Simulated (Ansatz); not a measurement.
Take MoS$_{2}$ in the 2H-MoS2 type structure (space group P6_3/mmc, No. 194; a = 3.173 Å, c = 12.437 Å; layered, stacked along the Cartesian z axis) as the base. Axes: x lies along a and z along c of the hexagonal cell.

Calculations: r2SCAN+rVV10 (Ansatz, an electronic-structure program; PAW; 500 eV plane waves; scalar-relativistic without spin-orbit coupling).

For the base:

| Item | Value |
|---|---|
| Width of the top valence band | 1.68 eV |
| Band gap | 1.01 eV |
| Valence-band top at Γ | 0.00, -1.13, -1.36 eV |

Perturbation: compressive biaxial strain of 1.01 % in the plane normal to [001], as in epitaxy on a mismatched substrate; the out-of-plane cell vector and the atoms relax.

Task: How does this affect the width of the top valence band?

Result: The width of the top valence band shrinks by 0.04 eV, from 1.68 eV to 1.64 eV.

Task: Estimate the effect on the out-of-plane strain.

Result: The out-of-plane strain amounts to +0.43 %.

Task: What does the calculation give for the band gap after the change?

Result: The band gap grows by 0.05 eV, from 1.01 eV to 1.06 eV.

Task: What happens to the valence-band top at Γ?

Result: The valence-band top at Γ (three highest levels, from the VBM) becomes 0.00, -1.18, -1.40 eV (base: 0.00, -1.13, -1.36 eV).

Whether these cells are dynamically stable was not tested.
